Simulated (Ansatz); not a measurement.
## LiTaO3 (space group R3c, No. 161)

```
CELL_PARAMETERS angstrom
      2.56950     1.48350     4.58828
     -2.56950     1.48350     4.58828
      0.00000    -2.96700     4.58828
ATOMIC_POSITIONS crystal
  Li 0.70537 0.70537 0.70537
  Li 0.20537 0.20537 0.20537
  Ta 0.98855 0.98855 0.98855
  Ta 0.48855 0.48855 0.48855
  O  0.62306 0.87031 0.26242
  O  0.87031 0.26242 0.62306
  O  0.26242 0.62306 0.87031
  O  0.76242 0.37031 0.12306
  O  0.37031 0.12306 0.76242
  O  0.12306 0.76242 0.37031
```

Calculations: PBEsol (Ansatz, a quantum-chemistry and plane-wave program; PAW; 420 eV plane waves; no SOC), earlier PAW set. Settings: 8×8×8 k-points, 0.05 eV Fermi–Dirac smearing.

```yaml
volume_per_atom: 10.49 Å³
density: 7.47 g/cm³
band_gap: "3.80 eV (uncertain: the edges found on the path are not clean extrema)"
total_energy: -2339.825 eV/atom (σ→0; compares only within this code and set-up)
```

Spin-orbit coupling, missing from the scalar runs, can matter with Ta. No phonon test of stability was made.
